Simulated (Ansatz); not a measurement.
Ansatz (a quantum-chemistry and plane-wave program) run on Bi₂Te₂Se (R3m, 5 atoms in the cell): self-consistent single point.

Level of theory: LDA (PW92), default PAW files made with PBE (plane waves; Ansatz).

The change in words: lattice scaled by 0.98; kpoints.mp_grid.grid: 5 5 5 → 9 9 9. Reference geometry:
```xyz
5
Lattice="2.1675 1.2514 10.6173 -2.1675 1.2514 10.6173 0.0000 -2.5028 10.6173" Properties=species:S:1:pos:R:3 pbc="T T T"
Bi     0.0000     0.0000    19.4250
Bi     0.0000     0.0000    12.4770
Te     0.0000     0.0000     6.9947
Te     0.0000     0.0000    24.8573
Se     0.0000     0.0000     0.0000
```

Reference input (self-consistent single point, DFT, LDA (PW92), plane waves, default PAW files made with PBE): basis.ecutwfc = 30.9 Ry; kpoints.mp_grid.grid = 5 5 5; hamiltonian.xc = lda; hamiltonian.pseudopotentials = {kind: paw} (the program's default PAW files); scf.occupations.method = fixed. This run's input differs from it in these lines:

Ansatz 0.2 input:
```diff
@@ -3,10 +3,10 @@
   lattice:
-    - [2.16745300, 1.25138000, 10.61732700]
-    - [-2.16745300, 1.25138000, 10.61732700]
-    - [0.00000000, -2.50275900, 10.61732700]
+    - [2.12410400, 1.22635200, 10.40498000]
+    - [-2.12410400, 1.22635200, 10.40498000]
+    - [0.00000000, -2.45270400, 10.40498000]
   atoms:
-    - { symbol: Bi, position_ang: [0.00000000, 0.00000061, 19.42502617] }
-    - { symbol: Bi, position_ang: [0.00000000, 0.00000039, 12.47696244] }
-    - { symbol: Te, position_ang: [-0.00000000, 0.00000022, 6.99469503] }
-    - { symbol: Te, position_ang: [0.00000000, 0.00000078, 24.85728597] }
+    - { symbol: Bi, position_ang: [0.00000000, -0.00000000, 19.03652480] }
+    - { symbol: Bi, position_ang: [0.00000000, 0.00000000, 12.22742265] }
+    - { symbol: Te, position_ang: [-0.00000000, -0.00000000, 6.85480082] }
+    - { symbol: Te, position_ang: [0.00000000, -0.00000000, 24.36013918] }
     - { symbol: Se, position_ang: [0.00000000, 0.00000000, 0.00000000] }
@@ -15,3 +15,3 @@
 kpoints:
-  mp_grid: { grid: [5, 5, 5] }
+  mp_grid: { grid: [9, 9, 9] }
 hamiltonian:
```

Output, abridged:

```
SCF iter   1: F=—  HF=-43210.720435 eV  |F-HF|=—  |Δ(HF+E_count)|=         —  Δρ=4.07e-3  dr2=2.67e-2  ethr=1.77e-3  ⟨swp⟩=5.0  Hψ=13609  notcnv=0  defer=461
all-band conjugate gradients solve this SCF's bands
preconditioner: auto → Resta (q_TF=auto, 2.414 Å⁻¹)
SCF iter   2: F=—  HF=-43210.713598 eV  |F-HF|=—  |Δ(HF+E_count)|=   6.84e-3  Δρ=2.13e-3  dr2=5.69e-3  ethr=3.42e-5  ⟨swp⟩=3.2  Hψ=5873  notcnv=0  defer=505
   [... lines left out ...]
SCF iter   5: F=—  HF=-43210.712535 eV  |F-HF|=—  |Δ(HF+E_count)|=   2.12e-5  Δρ=6.18e-5  dr2=8.35e-6  ethr=1.49e-7  ⟨swp⟩=2.0  Hψ=7187  notcnv=0  defer=375
SCF iter   6: F=—  HF=-43210.712537 eV  |F-HF|=—  |Δ(HF+E_count)|=   1.65e-6  Δρ=1.82e-5  dr2=7.99e-7  ethr=1.07e-8  ⟨swp⟩=2.0  Hψ=7186  notcnv=0  defer=261
SCF iter   7: F=—  HF=-43210.712537 eV  |F-HF|=—  |Δ(HF+E_count)|=   2.44e-7  Δρ=5.49e-6  dr2=1.09e-7  ethr=1.28e-10  ⟨swp⟩=13.7  Hψ=23943  notcnv=0
SCF iter   8: F=-43210.712537 eV  HF=-43210.712537 eV  |F-HF|=6.25e-9  |Δ(HF+E_count)|=   2.23e-8  Δρ=1.79e-6  dr2=1.50e-8  ethr=1.28e-10  ⟨swp⟩=4.4  Hψ=13826  notcnv=0
SCF 1 converged in 8 iterations: F = -43210.712537 eV  dr2 = 1.50e-8
Free energy (F): -43210.712537 eV
Internal energy: -43210.712537 eV  (E = F + TS)
E sigma→0 (E₀):  -43210.712537 eV
Fermi energy:    8.427250 eV
--- Forces (eV/Å), atoms counted from 1 ---
  atom   1  Bi     0.00000000    -0.00000000    -0.24960000
  atom   2  Bi    -0.00000000     0.00000000    -0.11004196
  atom   3  Te     0.00000000    -0.00000000    -0.00800549
  atom   4  Te     0.00000000    -0.00000000     0.27552284
  atom   5  Se     0.00000000    -0.00000000     0.09209247
--- Stress (GPa, compression-positive) ---
       -0.104711       0.000000       0.000000
        0.000000      -0.104711       0.000000
        0.000000       0.000000      -0.420121
  P = ⅓ Tr σ = -0.2098 GPa (-2.098 kbar)
  The stress holds the Pulay correction. Without it, at fixed plane waves, as pw.x and ABINIT print it: P = -0.2403 GPa
```

The run converged in 8 iterations. Against the reference run the free energy falls by 20.9 meV/atom, the pressure goes from -3.21 to -0.21 GPa, the largest force goes from 0.459 to 0.276 eV/Å and the gap on the mesh goes from 0.404 to 0.371 eV.

The starting cell comes from a database of computed structures (which also holds hypothetical and non-ambient phases and stackings), without a prior relaxation at this level. Its lattice was rescaled by up to half a per cent. One atom was moved a little off its site on purpose. For this run, on top of that: lattice scaled by 0.98. Spin-orbit coupling is off. Ansatz's pressure includes its estimate of the finite-basis (Pulay) stress.

Cost on one core of a shared machine: roughly 60 s.
